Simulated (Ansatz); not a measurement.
Band-edge transport in monolayers: monolayer SnS$_{2}$ under several functionals (Ansatz, a quantum-chemistry and plane-wave program, without spin-orbit coupling). The PBE cell:

```
SnS2
1.0
    3.70139     0.00000     0.00000
   -1.85069     3.20549     0.00000
    0.00000     0.00000    18.93629
Sn S
1 2
Direct
  0.00000   0.00000   0.50000
  0.33333   0.66667   0.57808
  0.66667   0.33333   0.42192
```

```csv
Functional,cell relaxed with,band gap,electron conductivity mass,hole conductivity mass
PBE,PBE,1.57 eV,0.40 mₑ,0.55 mₑ
HSE06,PBE,[?],[?],[?]
```

Task: Given the cheaper levels, estimate the HSE06 row.

Result: 
- HSE06, band gap: 2.38 eV
- HSE06, electron conductivity mass: 0.38 mₑ
- HSE06, hole conductivity mass: 0.51 mₑ

For the band gap, PBE gives 1.57 eV and HSE06 2.38 eV: PBE lies 34 % below.

Masses are for dilute carriers at 300 K, harmonic means over directions unless an axis is named. Spin-orbit coupling is left out.
